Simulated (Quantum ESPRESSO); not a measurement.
Input and output of a self-consistent single point for the (111) slab of Ca (cut from a parent of space group no. 225; 2 atoms in the cell) (Quantum ESPRESSO).

Level of theory: PBEsol, GBRV 1.5 ultrasoft (PBESOL) pseudopotentials (plane waves; Quantum ESPRESSO).

```
Ca
1.0
    3.95749     0.00000     0.00000
    1.97875     3.42729     0.00000
    0.00000     0.00000    17.23129
Ca
2
Direct
  0.00000   0.00000   0.40624
  0.33333   0.33333   0.59376
```

Reference input (self-consistent single point, DFT, PBEsol, plane waves, GBRV 1.5 ultrasoft (PBESOL) pseudopotentials): ecutwfc = 40 Ry; ecutrho = 200 Ry; occupations = smearing; smearing = gaussian; degauss = 0.0073499 Ry; mixing_mode = local-TF; potentials = {Ca: ca_pbesol_v1.uspp.F.UPF}; K_POINTS = automatic 5 5 1 0 0 0; conv_thr = 1e-08 Ry; mixing_beta = 0.5. This run's input differs from it in these lines:

```diff
@@ -32,3 +32,3 @@
 K_POINTS {automatic}
-5 5 1  0 0 0
+13 13 1  0 0 0
```

The program printed (abridged):

```
     Self-consistent Calculation

     iteration #  1     ecut=    40.00 Ry     beta= 0.50

     Threshold (ethr) on eigenvalues was too large:
     Diagonalizing with lowered threshold

     total energy              =    -149.63748673 Ry
     estimated scf accuracy    <       0.17185684 Ry

     iteration #  2     ecut=    40.00 Ry     beta= 0.50

     total energy              =    -149.61257720 Ry
     estimated scf accuracy    <       0.08783227 Ry

     iteration #  3     ecut=    40.00 Ry     beta= 0.50

     total energy              =    -149.62498198 Ry
     estimated scf accuracy    <       0.00583248 Ry

   [... 9 blocks of this kind left out ...]

     iteration # 13     ecut=    40.00 Ry     beta= 0.50

     total energy              =    -149.62585648 Ry
     estimated scf accuracy    <       0.00000001 Ry

     iteration # 14     ecut=    40.00 Ry     beta= 0.50
     End of self-consistent calculation

     the Fermi energy is     0.1023 ev

!    total energy              =    -149.62585649 Ry
     estimated scf accuracy    <          1.2E-09 Ry
     smearing contrib. (-TS)   =      -0.00091425 Ry
     internal energy E=F+TS    =    -149.62494224 Ry

     convergence has been achieved in  14 iterations

     Forces acting on atoms (cartesian axes, Ry/au):

     atom    1 type  1   force =     0.00000000   -0.00000000    0.00920826
     atom    2 type  1   force =     0.00000000    0.00000000   -0.00920826

     Total force =     0.013022     Total SCF correction =     0.000143

          total   stress  (Ry/bohr**3)                   (kbar)     P=       -5.21
  -0.00003526   0.00000000   0.00000000           -5.19        0.00        0.00
   0.00000000  -0.00003526   0.00000000            0.00       -5.19        0.00
   0.00000000   0.00000000  -0.00003578            0.00        0.00       -5.26

   JOB DONE.
```

The run converged in 14 iterations. Against the reference run the free energy goes up by 9.6 meV/atom and the largest force goes from 0.333 to 0.237 eV/Å.

The starting cell has typed, rounded lattice constants, without a prior relaxation at this level. The slab is cut from that crystal, and its faces are unrelaxed. Its lattice was rescaled by up to half a per cent.

Cost on one core of a shared machine: roughly 70 s.
